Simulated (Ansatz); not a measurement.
Levels about the gap of amorphous Hf$_{18}$O$_{36}$Ta (55 atoms in a cell of 721 Å³, 9.14 g/cm³; zone centre alone, so wide bands show as single levels with stretches between that a denser mesh fills), at the geometry that PBE relaxed, where it gives 0.1 GPa on a denser mesh. The participation number counts the atoms over which a state spreads; weights are charges in smoothed Voronoi cells. The levels come from a single point, so bond lengths are those of that geometry. Method of the levels: r2SCAN, scalar-relativistic without spin-orbit coupling (Ansatz, a program for electronic structure). Sampling: the zone centre alone; Fermi-Dirac width 0.01 eV; collinear spin, started from moments on atoms (at the end a net moment of 1.0 μB). The usual formal charges leave 5 electrons over, so the level spacing at the Fermi energy parts defect or band states and needn't be the band gap. In the spin-polarised cell the level spacing at the Fermi energy can part levels of unlike spin.

The cell was made by melting and quenching with the CHGNet potential and then relaxed with DFT. O atoms were pushed apart under 1.9 Å during the dynamics, to hinder bonds among them. The hot cell started wider than the set density and was brought back towards it in steps. It is the lowest in DFT energy of 2 quenches. It is a model cell: composition and starting density were chosen by hand, and all elements were melted together. No dispersion term was used. Its density started from a set value of 9.26 and ended at 9.14 g/cm³. The quench (nominally 300 K/ps over its main leg) was far faster than any real one, so the model tends to hold more defects than a real film. Values belong to this one cell and scatter from quench to quench. The volume was free in the relaxation, at fixed shape. Stress components on the final sampling reach 2.2 GPa. On a 2×2×2 Γ-centred mesh force components of up to 0.23 eV/Å stay, since the relaxation ran on the zone centre alone.

```csv
"E - E(highest filled), eV",filling,spin,participation number,largest on,weight O,weight Hf,weight Ta
-3.44,filled,up,4.9,"O, 3 neighbours",0.95,0.04,0.01
-3.44,filled,dn,4.8,"O, 3 neighbours",0.95,0.04,0.01
-0.98,filled,up,6.0,"Ta, 7 neighbours",0.31,0.37,0.32
-0.71,filled,dn,6.6,"Ta, 7 neighbours",0.32,0.40,0.28
-0.58,filled,up,9.7,"Ta, 7 neighbours",0.39,0.37,0.24
-0.49,filled,dn,10.4,"Ta, 7 neighbours",0.38,0.40,0.22
0.00,filled,up,5.4,"Ta, 7 neighbours",0.33,0.28,0.39
0.92,empty,dn,19.7,"Ta, 7 neighbours",0.35,0.52,0.13
0.93,empty,up,24.1,"Hf, 6 neighbours",0.40,0.52,0.08
0.98,empty,dn,21.6,"Hf, 6 neighbours",0.40,0.52,0.08
1.14,empty,up,19.1,"Hf, 7 neighbours",0.36,0.62,0.03
1.21,empty,up,17.4,"Ta, 7 neighbours",0.37,0.45,0.17
1.22,empty,dn,23.6,"Hf, 7 neighbours",0.35,0.60,0.05
1.27,empty,dn,21.1,"Hf, 6 neighbours",0.37,0.55,0.07
```

Most localised among these is the filled level at -3.44 eV, on a O atom, which has 3 neighbours (Hf 2.09 Å, Hf 2.21 Å, Hf 2.28 Å).
